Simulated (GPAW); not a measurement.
## Worked example: self-consistent single point of SrSi₂Pd₂ (I4/mmm, 5 atoms in the cell) in GPAW

Method of the run: LDA (Perdew-Wang 92), GPAW PAW datasets LDA (gpaw-data 1.0.1) (plane waves; GPAW 25.7.0).

Input as run:

```python
from ase import Atoms
from ase.units import GPa
from gpaw import GPAW, PW

atoms = Atoms(['Sr', 'Si', 'Si', 'Pd', 'Pd'],
              cell=[[-2.152175, 2.152175, 5.000175],
                    [2.152175, -2.152175, 5.000175],
                    [2.152175, 2.152175, -5.000175]],
              positions=[[0.000000, 0.000000, 0.000000],
                         [0.000000, -0.000000, 3.736231],
                         [0.000000, -0.000000, 6.264119],
                         [2.152175, 0.000000, 2.500087],
                         [-0.000000, 2.152175, 2.500087]],
              pbc=True)

calc = GPAW(mode=PW(550),
            xc='LDA',
            kpts=(9, 9, 9),
            occupations={'name': 'methfessel-paxton', 'width': 0.2, 'order': 0},
            nbands=-11,
            symmetry={'symmorphic': False, 'tolerance': 0.0005},
            maxiter=100,
            txt='-')

atoms.calc = calc

energy = atoms.get_potential_energy()
print('Energy (eV):', round(energy, 6))
forces = atoms.get_forces()
print('Forces (eV/Ang):')
print(forces.round(5))
stress = atoms.get_stress()
print('Stress (GPa, Voigt):', (stress / GPa).round(4))
```

Output, abridged:

```
Input parameters:
  kpts: [9 9 9]
  maxiter: 100
  mode: {ecut: 550.0,
         name: pw}
  nbands: -11
  occupations: {name: methfessel-paxton,
                order: 0,
                width: 0.2}
  symmetry: {symmorphic: False,
             tolerance: 0.0005}

species:
  Sr:
    name: Strontium
    Z: 38.0
    valence: 10
    core: 28
    charge: 0.0
    file: Sr.LDA.gz

    # Using partial waves for Sr as LCAO basis

  Si:
    name: Silicon
    Z: 14.0
    valence: 4
    core: 10
    charge: 0.0
    file: Si.LDA.gz

    # Using partial waves for Si as LCAO basis

  Pd:
    name: Palladium
    Z: 46.0
    valence: 16
    core: 30
    charge: 0.0
    file: Pd.LDA.gz

    # Using partial waves for Pd as LCAO basis

Reference energy: -376310.317625  # eV

Spin-paired calculation

Convergence criteria:
 Maximum [total energy] change in last 3 cyles: 0.0005 eV / valence electron
 Maximum integral of absolute [dens]ity change: 0.0001 electrons / valence electron
 Maximum integral of absolute [eigenst]ate change: 4e-08 eV^2 / valence electron
 Maximum number of scf [iter]ations: 100

Symmetries present (total): 16
Symmetries with fractional translations: 0
729 k-points: 9 x 9 x 9 Monkhorst-Pack grid
75 k-points in the irreducible part of the Brillouin zone
       k-points in crystal coordinates                weights
   0:     0.00000000    0.00000000    0.00000000          1/729
   1:     0.11111111   -0.11111111    0.00000000          4/729
   2:     0.11111111   -0.11111111    0.11111111          4/729
   [... 7 lines left out ...]
          ...
  74:     0.44444444    0.44444444    0.44444444          8/729

Wave functions: Plane wave expansion
  Cutoff energy: 550.000 eV
  Number of coefficients (min, max): 2693, 2738
  Pulay-stress correction: 0.000000 eV/Ang^3 (de/decut=0.000000)

Occupation numbers: Methfessel-Paxton:
  width: 0.2000  # eV
  order: 0

Eigensolver

Densities:
  Coarse grid: 32*32*32 grid
  Fine grid: 64*64*64 grid
  Total Charge: 0.000000

Density mixing:
  Method: separate
  Backend: pulay
  Linear mixing parameter: 0.05
  old densities: 5
  Damping of long wavelength oscillations: 50

Hamiltonian:
  XC and Coulomb potentials evaluated on a 64*64*64 grid
  External potential:
    NoExternalPotential

Number of atoms: 5
Number of atomic orbitals: 37
Number of bands in calculation: 36
Number of valence electrons: 50
Bands to converge: occupied

Density initialized from atomic densities
  36 bands from LCAO basis set

Atomic positions and initial magnetic moments

Positions:
   0 Sr     0.000000    0.000000    0.000000    ( 0.0000,  0.0000,  0.0000)
   1 Si     0.000000   -0.000000    3.736231    ( 0.0000,  0.0000,  0.0000)
   2 Si     0.000000   -0.000000    6.264119    ( 0.0000,  0.0000,  0.0000)
   3 Pd     2.152175    0.000000    2.500087    ( 0.0000,  0.0000,  0.0000)
   4 Pd    -0.000000    2.152175    2.500087    ( 0.0000,  0.0000,  0.0000)

Unit cell:
           periodic     x           y           z      points  spacing
  1. axis:    yes   -2.152175    2.152175    5.000175    32     0.1236
  2. axis:    yes    2.152175   -2.152175    5.000175    32     0.1236
  3. axis:    yes    2.152175    2.152175   -5.000175    32     0.0951

  Lengths:   5.853671   5.853671   5.853671
  Angles:  136.856948 136.856948  62.658227

Effective grid spacing dv^(1/3) = 0.1414

     iter     time        total  log10-change:
                         energy   eigst   dens
iter:   1 --:--:--   -36.096510
iter:   2 --:--:--   -32.755677   -0.70  -1.00
iter:   3 --:--:--   -28.662529   -0.34  -1.10
iter:   4 --:--:--   -28.562560   -2.22  -1.46
iter:   5 --:--:--   -28.782190   -1.55  -1.49
iter:   6 --:--:--   -28.401767   -1.11  -1.57
iter:   7 --:--:--   -28.546472   -1.90  -2.01
iter:   8 --:--:--   -28.315832   -2.25  -1.88
iter:   9 --:--:--   -28.267896   -2.26  -2.22
iter:  10 --:--:--   -28.268377   -3.54  -2.97
iter:  11 --:--:--   -28.269383c  -4.06  -3.00
iter:  12 --:--:--   -28.268843c  -5.23  -2.97
iter:  13 --:--:--   -28.269165c  -5.15  -3.06
iter:  14 --:--:--   -28.268527c  -4.78  -3.12
iter:  15 --:--:--   -28.268319c  -4.84  -3.37
iter:  16 --:--:--   -28.268314c  -5.90  -3.56
iter:  17 --:--:--   -28.268301c  -6.59  -3.59
iter:  18 --:--:--   -28.268296c  -6.80  -3.73
iter:  19 --:--:--   -28.268288c  -5.79  -3.77
iter:  20 --:--:--   -28.268286c  -5.88  -4.01c
iter:  21 --:--:--   -28.268283c  -7.10  -4.24c
iter:  22 --:--:--   -28.268283c  -7.95c -4.63c

Converged after 22 iterations.

Dipole moment: (0.000000, -0.000000, -0.000006) |e|*Ang

Energy contributions relative to reference atoms: (reference = -376310.317625)

Kinetic:         +2.495527
Potential:       -8.358840
External:        +0.000000
XC:             -21.760154
Entropy (-ST):   -0.060161
Local:           -0.614735
SIC:             +0.000000
--------------------------
Free energy:    -28.298364
Extrapolated:   -28.268283

Showing only first 2 kpts
 Kpt  Band  Eigenvalues  Occupancy
  0    23      6.93589    2.00000
  0    24      6.93589    2.00000
  0    25      8.63468    0.00000
  0    26      9.58255    0.00000

  1    23      6.91634    2.00000
  1    24      7.14195    1.99999
  1    25      8.10600    0.02354
  1    26      8.88794    0.00000

Fermi level: 7.78574

No gap
No difference between direct/indirect transitions
Energy (eV): -28.268283

Forces in eV/Ang:
  0 Sr    0.00000    0.00000    0.00000
  1 Si   -0.00000    0.00000   -0.26468
  2 Si   -0.00000   -0.00000    0.26468
  3 Pd    0.00000   -0.00000    0.00000
  4 Pd   -0.00000    0.00000    0.00000

Stress tensor:
     0.033023     0.000000     0.000000
     0.000000     0.033023     0.000000
     0.000000     0.000000     0.029631
Stress (GPa, Voigt): [5.2909 5.2909 4.7475 0.     0.     0.    ]
```

The run converged in 22 iterations. GPAW prints stress with tension positive.

The starting cell comes from a database of computed structures (which also holds hypothetical and non-ambient phases and stackings), without a prior relaxation at this level. Spin polarisation is off. With a pressure of about -5 GPa the cell is away from its equilibrium volume at this level.

Cost on one core of a shared machine: roughly 3 min.
